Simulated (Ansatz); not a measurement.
Relaxation of the outer planes of the (321) surface of bcc Nb in its 1x1 cell, outermost plane spacing 0.88 Å in the ideal cut.

These are PBE (plane waves to 420 eV, PAW; Ansatz, a program for electronic structure) values and carry that method's errors.

Slab: 12 atoms, 9.7 Å thick at the start (thin: gaps and levels are the slab's own); k 13x6x1, smearing 0.1 eV, dipole-corrected; all atoms relaxed; held to the start's symmetry, so lower structures may exist; no spin, no spin-orbit, no U.

| plane | atoms | bulk spacing to the next (Å) | relaxed spacing (Å) | change (%) | rumpling (Å) |
|---|---|---|---|---|---|
| 1 | Nb | 0.885 | … | … | 0.00 |
| 2 | Nb | 0.885 | 0.826 | -6.7 | 0.00 |

Question: Fill in the missing entries.

Answer: 
- 1, relaxed spacing (Å): 0.668
- 1, change (%): -24.5
